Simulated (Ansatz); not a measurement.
V2AlC (P6₃/mmc, No. 194, 8 atoms in the cell; start mp-1025497)

Method: PBE (PAW; Ansatz, an electronic-structure program).

Run with plane-wave cutoff 500 eV, 18×18×4 k mesh (along the axes of the cell as run), Fermi–Dirac smearing 0.05 eV, no spin polarisation, scalar-relativistic PAW data made under PBE.

Cell (relaxed at this level):

```cif
data_C2Al2V4
_chemical_formula_sum 'Al2 V4 C2'
_space_group_name_H-M_alt 'P63/mmc'
_space_group_IT_number 194
_space_group_name_Hall '-P 6c 2c'
_cell_length_a 2.90513
_cell_length_b 2.90513
_cell_length_c 13.13425
_cell_angle_alpha 90.000
_cell_angle_beta 90.000
_cell_angle_gamma 120.000
loop_
_atom_site_label
_atom_site_type_symbol
_atom_site_symmetry_multiplicity
_atom_site_Wyckoff_symbol
_atom_site_fract_x
_atom_site_fract_y
_atom_site_fract_z
_atom_site_occupancy
Al1 Al 2 c 0.33333 0.66667 0.25000 1
V1 V 4 f 0.66667 0.33333 0.08521 1
C1 C 2 a 0.00000 0.00000 0.00000 1
```

For V2AlC (P6₃/mmc, No. 194, 8 atoms in the cell; start mp-1025497), the band gap is none.

Note: the relaxation could not lower the start's symmetry, so the cell can be a saddle point above a distorted one.

Computed values are for the static lattice.

Computing time: about 3 core-minutes (a rough figure).

A start named mp-… is a Materials Project structure, which need not be a measured phase.
